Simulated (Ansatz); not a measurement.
H on the 1x1 (110) surface of bcc Ta, one in a 2x1 cell, energies for each (15.6 Å²). Energies are against ½ H2(g), without zero-point or thermal terms; each row is named by its start.

Method: PBE (plane waves to 420 eV, PAW; Ansatz, an electronic-structure program).

Problem. Which site binds most strongly?
A. hollow Ta-Ta-Ta
B. bridge Ta-Ta (span 2.9 Å)
C. bridge Ta-Ta (span 3.3 Å)
D. top Ta

Solution. A, hollow Ta-Ta-Ta. Adsorption energies: hollow Ta-Ta-Ta -0.96 eV; bridge Ta-Ta (span 3.3 Å) -0.79 eV; bridge Ta-Ta (span 2.9 Å) -0.70 eV; top Ta 0.33 eV.
